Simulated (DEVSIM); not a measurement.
Structure: abrupt Si p-n junction, at 250 K.

Layer 1 from the left is Si, thickness (μm) 13.0, Na (cm⁻³) 6.3e15, τn (s) 1.4e-6, τp (s) 1.4e-6. Layer 2 from the left is Si, thickness (μm) 2.30, Nd (cm⁻³) 1.3e16, τn (s) 1.4e-6, τp (s) 1.4e-6.

Left contact: ohmic. Right contact: ohmic. Voltage is applied to the left contact. Recombination: SRH at mid-gap, radiative, Auger. Mobility is μmin + (μ − μmin)/(1 + (N/Nref)^α).

This is a model device: material constants are rounded textbook-type values typed into the input, and sizes, dopings and lifetimes were drawn at random. Values at 300 K; Nc and Nv go as T^1.5, mobilities as T to minus their exponent, the gap by Varshni's rule with the affinity fixed.

Si: gap (eV) 1.124, affinity (eV) 4.05, permittivity 11.7, Nc (cm⁻³) 2.86e19, Nv (cm⁻³) 3.1e19, μn (cm²/Vs) 1417, μp (cm²/Vs) 470, μn,min 52, μp,min 45, Nref,n 9.7e16, Nref,p 2.2e17, αn 0.68, αp 0.72, T exponent of μn 2.3, T exponent of μp 2.2, B (cm³/s) 4.7e-15, Cn (cm⁶/s) 2.8e-31, Cp (cm⁶/s) 9.9e-32, Varshni α (eV/K) 0.000473, Varshni β (K) 636.

Problem. Estimate by hand the built-in potential, the peak field at zero bias, the capacitance at -0.6 V, and compare with a numerical solution.

Solution. 
- Built-in potential: ni = √(Nc Nv) exp(−Eg/2kT) = 8.01e7 cm⁻³ with Eg = 1.136 eV; Vbi = kT/q ln(Na Nd/ni²) = 0.799 V; numerical 0.799 V.
- Peak field at zero bias: depletion approximation: W = √(2εVbi/(qN)) = 0.493 μm with N = 4.24e15 cm⁻³; field = 2Vbi/W = 32400 V/cm; numerical 31500 V/cm (estimate above by 2.8 %).
- Capacitance at -0.6 V: C = √(qεN / 2(Vbi + |V|)) = 15.9 nF/cm²; numerical 16.1 nF/cm² (estimate below by 1.5 %).

Simulated with DEVSIM: 1D drift-diffusion, Boltzmann statistics, complete ionisation; no tunnelling, impact ionisation, image-force lowering or self-heating.
